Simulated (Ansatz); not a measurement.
Base system: HfN in the rock salt structure (space group Fm-3m, No. 225; a = 4.468 Å; relaxed with 0.1 eV smearing). Axes: x, y, z lie along the cube axes.

Method: plane-wave PAW DFT at the LDA level (Ansatz, a first-principles code, 420 eV), scalar-relativistic without spin-orbit coupling.

For the base:

Pressure: 0.0 GPa

One thing is altered: tensile biaxial strain of 0.50 % in the plane normal to [001], as in epitaxy on a mismatched substrate; the out-of-plane cell vector and the atoms relax.

Task: Estimate the effect on the pressure.

Result: The pressure (mean of the normal stresses, compression positive) goes from zero to -2.4 GPa.

Task: How does this affect the out-of-plane strain?

Result: The out-of-plane strain amounts to -0.17 %.

Whether these cells are dynamically stable was not tested. The final runs are not spin-polarised. An odd electron count without spin: HfN.
